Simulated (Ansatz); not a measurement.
# The (111)B surface of 3C silicon carbide, C-terminated, F on every top atom (bottom of the slab: 1 H on 1 bottom site)

Level of theory: HSE06, at the PBE geometry (plane waves to 420 eV, PAW; Ansatz, a quantum-chemistry and plane-wave program).

Model: 10-atom slab, 11.0 Å thick at the start with caps and adatoms (thin: gaps and levels are the slab's own), 6x6x1 mesh, Fermi-Dirac 0.025 eV, dipole correction, single point; on the structure that PBE left under its start's symmetry; no spin, no spin-orbit, no U. It is one candidate, not shown to be the stable structure of the face.

```
Item                                                                   Value
-----------------------------------------------  ---------------------------
gap of the slab on its k-mesh                                        2.28 eV
highest filled level below the top vacuum level                      8.49 eV
cost                                             very roughly 5 core-minutes
```
